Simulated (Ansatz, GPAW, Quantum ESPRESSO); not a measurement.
Mg₆SnMo (P1, 8 atoms in the cell) computed with different codes at matched settings

Self-consistent single point, at a second geometry (atoms moved at random). First geometry:

```xyz
8
Lattice="4.9564 0.0000 0.0000 0.0000 3.1308 5.3272 0.0000 -3.1308 5.3272" Properties=species:S:1:pos:R:3 pbc="T T T"
Mg     0.0000    -1.4961     6.2433
Mg     0.0000     1.4961     6.2433
Mg     0.0000     0.0000     3.5556
Mg     2.4782    -1.5356     4.4618
Mg     2.4782     1.5356     4.4618
Mg     2.4782     0.0000     1.7662
Sn     0.0000     0.0000     8.7884
Mo     2.4782     0.0000     7.0975
```

Second geometry:
```xyz
8
Lattice="4.9564 0.0000 0.0000 0.0000 3.1308 5.3272 0.0000 -3.1308 5.3272" Properties=species:S:1:pos:R:3 pbc="T T T"
Mg    -0.0197    -1.5205     6.2755
Mg     0.0008     1.5306     6.2127
Mg     0.0400     0.0371     3.5412
Mg     2.4454    -1.5676     4.4924
Mg     2.5027     1.4943     4.3961
Mg     2.4985    -0.0078     1.7638
Sn    -0.0347     0.0139     8.8797
Mo     2.4798     0.0200     7.0565
```

Shared settings, as Ansatz (a first-principles code) writes them: kpoints.mp_grid.grid = 4 3 3; scf.occupations.method = gaussian; scf.occupations.width = 0.0073 Ry. Potentials and cutoffs stand in the table.

| code | model | ΔF from the first geometry (meV/atom) | pressure (GPa) | largest force (eV/Å) | cutoff |
|---|---|---|---|---|---|
| Quantum ESPRESSO | PBEsol, PseudoDojo standard norm-conserving (PBESOL) pseudopotentials | 9.7 | -1.94 | 0.616 | 85 Ry |
| GPAW | PBEsol, GPAW PAW datasets PBEsol (made by gpaw-setup) | 9.6 | -2.00 | 0.614 | 800 eV |
| Ansatz | PBEsol, PAW files made with PBE | 9.6 | -2.01 | 0.617 | 30.9 Ry |

Size of the force on each atom (eV/Å): Sizes of forces hide their directions.

| code | Mg1 | Mg2 | Mg3 | Mg4 | Mg5 | Mg6 | Sn7 | Mo8 |
|---|---|---|---|---|---|---|---|---|
| Quantum ESPRESSO | 0.370 | 0.392 | 0.255 | 0.211 | 0.255 | 0.125 | 0.616 | 0.306 |
| GPAW | 0.367 | 0.391 | 0.253 | 0.211 | 0.256 | 0.125 | 0.614 | 0.316 |
| Ansatz | 0.372 | 0.396 | 0.253 | 0.210 | 0.255 | 0.125 | 0.617 | 0.305 |

On Ansatz's run: spin polarisation is off.

The spread over the programs that give each value: ΔF from the first geometry within 0.1 meV/atom; pressure within 0.07 GPa; largest force within 0.003 eV/Å.

Ansatz's pressure is given at a fixed set of plane waves, as the other plane-wave codes print theirs.

The shared mesh is coarse (it stands for a supercell whose shortest vector is 19 Å), so the values are not converged in it.

The starting cell comes from a database of computed structures (which also holds hypothetical and non-ambient phases and stackings), without a prior relaxation at this level. For this run, on top of that: atoms moved at random.

Left out of this page: CP2K (unsound by tests on forces, stress, charge or solver warnings); Elk (not drawn, or without a comparable value).

Keys are those of Ansatz 0.2.
